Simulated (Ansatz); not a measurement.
The starting structures come from a database of crystals and need not be the phases stable at ambient conditions.

 Where the default PAW files enter, the runs use the earlier of Ansatz's two default sets.

# Evanescent states of Cs₂NaYF₆ (Fm-3m, not sure to be the ambient phase, 10 atoms a cell, 19.5 Å³ an atom, -3 GPa at this level) along the normal of (111)

Calculation: PBEsol (plane waves, PAW; Ansatz, a quantum-chemistry and plane-wave program).

The gap is the functional's own, uncorrected, and κ follows it; spin-orbit coupling is left out. Mid-gap values are interpolated between the computed energies.

Energies count from the valence-band top; κ is the least over a 6×6 mesh across the current.

```csv
E (eV),κ (1/Å),where
0.15,0.231,Γ
0.45,0.320,Γ
0.75,0.373,Γ
1.05,0.409,Γ
1.35,0.435,Γ
1.65,___,Γ
1.95,___,Γ
2.25,___,Γ
2.55,___,Γ
2.85,___,Γ
3.15,___,Γ
3.45,___,Γ
3.75,___,Γ
4.05,___,Γ
4.35,___,Γ
4.65,___,Γ
4.95,___,Γ
5.25,0.375,Γ
5.55,0.342,Γ
5.85,0.301,Γ
6.15,0.249,Γ
6.45,0.174,Γ
```

### Question
Fill in the missing entries.

### Answer

- 1.65, κ (1/Å): 0.454
- 1.95, κ (1/Å): 0.468
- 2.25, κ (1/Å): 0.476
- 2.55, κ (1/Å): 0.481
- 2.85, κ (1/Å): 0.483
- 3.15, κ (1/Å): 0.481
- 3.45, κ (1/Å): 0.476
- 3.75, κ (1/Å): 0.468
- 4.05, κ (1/Å): 0.456
- 4.35, κ (1/Å): 0.442
- 4.65, κ (1/Å): 0.424
- 4.95, κ (1/Å): 0.401
